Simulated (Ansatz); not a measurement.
**Defect calculation: Ga_P in zinc-blende GaP**

All values below come from PBE, PAW (plane waves to 420 eV; Ansatz, a program for electronic structure). The supercell holds 64 host sites (2×2×2 repeats of a cell of 8 atoms), with a 2×2×2 shifted k-point sampling for the final energies. Site at the start: the P site. Charged cells carry a point-charge image correction with potential alignment at far atoms. Dielectric constants: PBE linear response of the host. Host gap at this level: 1.57 eV. Finite-size and sampling errors can reach tenths of an eV here. PBE underestimates the host's gap, which shifts levels and can delocalise carriers. Spin–orbit coupling is left out. Each state is the lowest found from its start.

Formation energies E_f are given with the Fermi level at the valence-band maximum. Chemical conditions: Ga-rich (Δμ(Ga) = 0.00 eV, Δμ(P) = -0.86 eV; only phases computed here count, gases as isolated molecules at 0 K); P-rich (Δμ(Ga) = -0.86 eV, Δμ(P) = 0.00 eV; only phases computed here count, gases as isolated molecules at 0 K). Reference phases: Ga: alpha gallium, P: black phosphorus.

Charges with a result: +1, 0, −1, −2. Others weren't obtained, and one of them could lie lower, also by skipping a charge.

```json
[
 {"charge": "+1†", "moment (μB)": "1.0", "largest move off a lattice site (Å)": "0.16", "image correction with alignment (eV)": "0.10", "E_f, Ga-rich (eV)": "–", "E_f, P-rich (eV)": "–", "above the lowest spin state (eV)": "0.00"},
 {"charge": "0†", "moment (μB)": "2.0", "largest move off a lattice site (Å)": "0.08", "image correction with alignment (eV)": "0.00", "E_f, Ga-rich (eV)": "1.79", "E_f, P-rich (eV)": "3.51", "above the lowest spin state (eV)": "0.00"},
 {"charge": "0†", "moment (μB)": "not spin-polarised", "largest move off a lattice site (Å)": "0.13", "image correction with alignment (eV)": "0.00", "E_f, Ga-rich (eV)": "1.86", "E_f, P-rich (eV)": "3.59", "above the lowest spin state (eV)": "0.07"},
 {"charge": "−1", "moment (μB)": "1.0", "largest move off a lattice site (Å)": "0.06", "image correction with alignment (eV)": "0.12", "E_f, Ga-rich (eV)": "2.37", "E_f, P-rich (eV)": "4.10", "above the lowest spin state (eV)": "0.00"},
 {"charge": "−2", "moment (μB)": "not spin-polarised", "largest move off a lattice site (Å)": "0.03", "image correction with alignment (eV)": "0.48", "E_f, Ga-rich (eV)": "3.23", "E_f, P-rich (eV)": "4.96", "above the lowest spin state (eV)": "0.00"}
]
```

† Not settled in this cell, so no level is given: charge +1: a level filled in part; charge 0: a level filled in part.

Transition levels above the valence-band maximum: ε(−1/−2) = 0.86 eV. With a charge missing or unsettled, these needn't be thermodynamic levels.
